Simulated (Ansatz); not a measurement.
# Cl on the 1x1 (101) surface of anatase TiO2 (cut with top plane O), one in a 2x1 cell, started at the site 'over Ti at depth 0.9 Å'

Host crystal: anatase TiO2, with a band gap (PBE, scalar-relativistic without spin-orbit coupling).

These are HSE06, at the PBE geometry and the start's symmetry (plane waves to 420 eV, PAW; Ansatz, a first-principles code) values and carry that method's errors.

Model: 37-atom slab, 9.4 Å thick at the start under the adsorbate (thin: gaps and levels are the slab's own), 2x3x1 mesh, Fermi-Dirac 0.01 eV, dipole correction, single point; no symmetry held, on the structure that PBE left; spin-polarised, ending with about 1.0 μB a cell; orders that need a larger cell were not tried, no spin-orbit, no U, no dispersion correction. The program's check for a lower electronic state was not made. It is one chosen start, not shown to be the lowest state of the adsorbate.

```
Item                                                                                                                    Result
--------------------------------------------------------------------------------------  --------------------------------------
adsorption energy against ½ Cl2(g) at the same level                                                                   0.96 eV
gap of the slab on its k-mesh                                                                                          2.51 eV
highest filled level below the top vacuum level                                                                        8.76 eV
change of the step from the bottom to the top vacuum level, against the clean slab                                     0.22 eV
height of the binding atom over the mean of the host atoms within 0.3 Å of the top one                              3.239 bohr
magnetic moment of the cell                                                                                            1.00 μB
nearest host atoms of the binding atom                                                  O at 2.35 Å, Ti at 2.55 Å, O at 3.16 Å
```

A negative adsorption energy means that the adsorbate is more stable on the surface than in its reference.
